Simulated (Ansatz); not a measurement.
Response to strain in Ti

The reference is Ti in the hcp (Mg type) structure (space group P6_3/mmc, No. 194; a = 2.9359 Å, c = 4.6366 Å). Axes: x lies along a and z along c of the hexagonal cell.

Strains are applied to the cell and any free atomic positions relax.

Computed with Kohn–Sham DFT with the r2SCAN functional, run in Ansatz (a first-principles code) with PAW and 500 eV plane waves, spin-orbit coupling left out.

Candidates:
(a) tensor shear ε_xy = +2.68 %
(b) uniaxial strain ε_zz = +0.63 %
(c) isotropic strain −1.02 %
(d) isotropic strain +4.31 %
(e) isotropic strain +2.37 %

Notes on the quantities. energy relative to the base: free energy F.

Order them by energy relative to the base, lowest first.

(b) uniaxial strain ε_zz = +0.63 % (+0.4 meV/atom), (c) isotropic strain −1.02 % (+6.1 meV/atom), (a) tensor shear ε_xy = +2.68 % (+7.4 meV/atom), (e) isotropic strain +2.37 % (+30 meV/atom), (d) isotropic strain +4.31 % (+95 meV/atom)

Without a gap, meshes like the base's 18×18×10 leave anisotropic stresses uncertain by several tenths of a GPa, and small strain energies with them. No phonon test of stability was made. All final runs are without spin polarisation.
